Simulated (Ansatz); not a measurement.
Given:

```
BN
1.0
    0.00000     1.77708     1.77708
    1.77708     0.00000     1.77708
    1.77708     1.77708     0.00000
B N
1 1
Direct
  0.00000   0.00000   0.00000
  0.25000   0.25000   0.25000
```

Computed with PBE, rigid bands (plane waves, PAW, scalar-relativistic; Ansatz, a program for electronic structure). Condition of this run: hydrostatic pressure of 18 GPa (compression positive) (the target of the relaxation). How the cell was made: cell and atoms relaxed with PBEsol, then loaded as said.

Problem. Predict the hole conductivity mass (n e² τ/σ) at 300 K, by direction if it differs.

Solution. 0.69 mₑ.

Problem. Predict the electron conductivity mass (n e² τ/σ) at 300 K, by direction if it differs.

Solution. 0.39 mₑ.

Problem. And the band gap?

Solution. 4.53 eV at this level; semilocal functionals usually fall short of the measured gap.

Rigid bands, one relaxation time for all states, no polarons. Spin-orbit coupling is left out. Geometry: cell and atoms relaxed with PBEsol.
